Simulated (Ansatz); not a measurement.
# alpha quartz: the defect O vacancy + O vacancy (V_O+V_O)

Method: PBE, PAW (plane waves to 420 eV; Ansatz, a first-principles code). Cell: 72 sites, 2×2×2; final energies on a 2×2×2 Γ-centred mesh. Sites at the start: the O site; O 2.65 Å away. Charged cells carry a point-charge image correction with potential alignment at far atoms. Dielectric constants: PBE linear response of the host. Host gap at this level: 5.68 eV. A cell of this size leaves errors of a few tenths of an eV. The semilocal functional narrows the gap, so deep levels can fall outside it. Spin–orbit coupling is left out. Each state is the lowest found from its start.

Formation energies E_f are given with the Fermi level at the valence-band maximum. Chemical conditions: O-rich (Δμ(O) = 0.00 eV; only phases computed here count, gases as isolated molecules at 0 K); Si-rich (Δμ(O) = -4.16 eV; only phases computed here count, gases as isolated molecules at 0 K). Reference phases: O: O2 molecule in a box.

In at least one state atoms left their starting sites on relaxation (a large move, or an atom on the emptied site), so the name describes the start.

```json
[
 {"charge": "+2†", "moment (μB)": "not spin-polarised", "point group": "–", "largest move off a lattice site (Å)": "1.65", "image correction with alignment (eV)": "1.01", "E_f, O-rich (eV)": "–", "E_f, Si-rich (eV)": "–"},
 {"charge": "+1", "moment (μB)": "1.0", "point group": "C1", "largest move off a lattice site (Å)": "0.81", "image correction with alignment (eV)": "0.23", "E_f, O-rich (eV)": "9.75", "E_f, Si-rich (eV)": "1.42"},
 {"charge": "0", "moment (μB)": "not spin-polarised", "point group": "C2", "largest move off a lattice site (Å)": "0.73", "image correction with alignment (eV)": "0.00", "E_f, O-rich (eV)": "10.72", "E_f, Si-rich (eV)": "2.39"}
]
```

† Not settled in this cell, so no level is given: charge +2: a large or scattered potential alignment.

Point groups are those of the whole cell at tolerances of 0.03 and 0.1 Å ("near" where only the looser one holds); none is given for unsettled states.

Transition levels above the valence-band maximum: ε(+1/0) = 0.97 eV. With a charge missing or unsettled, these needn't be thermodynamic levels.

Flagged in the runs: a doubtful potential alignment, a host whose relaxation on this sampling wasn't shown to rest, a strain field that reaches the edge of the cell.

All states together cost very roughly 2.5 core-hours.
